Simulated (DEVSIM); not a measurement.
Device: illuminated Si p-on-n cell, one wavelength, at 300 K.

| layer (left to right) | material | thickness (μm) | Nd (cm⁻³) | Na (cm⁻³) | τn (s) | τp (s) | absorption coefficient (cm⁻¹) |
|---|---|---|---|---|---|---|---|
| 1 | Si | 0.360 | - | 9.9e17 | 1.6e-7 | 1.5e-6 | 1300 |
| 2 | Si | 180 | 2.8e16 | - | 8.9e-6 | 8.9e-6 | 1300 |

Left contact: ohmic, minority electron recombination velocity 3000 cm/s. Right contact: ohmic, minority hole recombination velocity 9000 cm/s. Voltage is applied to the left contact. Recombination: SRH at mid-gap, radiative, Auger. Light enters at the left, 2.1e16 photons cm⁻² s⁻¹, one pass, no reflection. Mobility is constant in doping.

Constants are typed, rounded textbook-type inputs, not results; the design itself was drawn at random and stands for no fabricated device. Values at 300 K.

```csv
parameter,Si
gap (eV),1.124
affinity (eV),4.05
permittivity,11.7
Nc (cm⁻³),2.86e19
Nv (cm⁻³),3.1e19
μn (cm²/Vs),1417
μp (cm²/Vs),470
B (cm³/s),4.7e-15
Cn (cm⁶/s),2.8e-31
Cp (cm⁶/s),9.9e-32
```

Simulated with DEVSIM: 1D drift-diffusion, Boltzmann statistics, complete ionisation; no tunnelling, impact ionisation, image-force lowering or self-heating.

The photon flux was swept, all else fixed.

```json
[
 {"photon flux (cm^-2 s^-1)": "6.3e14", "short-circuit current (mA/cm²)": "0.0941", "fill factor": "0.79", "largest power (mW/cm²)": "0.0356", "open-circuit voltage (V)": "0.477"},
 {"photon flux (cm^-2 s^-1)": "2.1e15", "short-circuit current (mA/cm²)": "0.314", "fill factor": "0.80", "largest power (mW/cm²)": "0.128", "open-circuit voltage (V)": "0.509"},
 {"photon flux (cm^-2 s^-1)": "6.3e15", "short-circuit current (mA/cm²)": "[?]", "fill factor": "0.81", "largest power (mW/cm²)": "0.410", "open-circuit voltage (V)": "[?]"},
 {"photon flux (cm^-2 s^-1)": "2.1e16", "short-circuit current (mA/cm²)": "3.14", "fill factor": "0.82", "largest power (mW/cm²)": "1.46", "open-circuit voltage (V)": "0.568"},
 {"photon flux (cm^-2 s^-1)": "6.3e16", "short-circuit current (mA/cm²)": "9.41", "fill factor": "0.83", "largest power (mW/cm²)": "4.64", "open-circuit voltage (V)": "0.597"},
 {"photon flux (cm^-2 s^-1)": "2.1e17", "short-circuit current (mA/cm²)": "31.4", "fill factor": "0.83", "largest power (mW/cm²)": "16.4", "open-circuit voltage (V)": "0.628"},
 {"photon flux (cm^-2 s^-1)": "6.3e17", "short-circuit current (mA/cm²)": "94.1", "fill factor": "0.84", "largest power (mW/cm²)": "51.8", "open-circuit voltage (V)": "0.657"}
]
```

Task: Some entries are withheld; supply them.

Result: 
- 6.3e15, short-circuit current (mA/cm²): 0.941
- 6.3e15, open-circuit voltage (V): 0.537
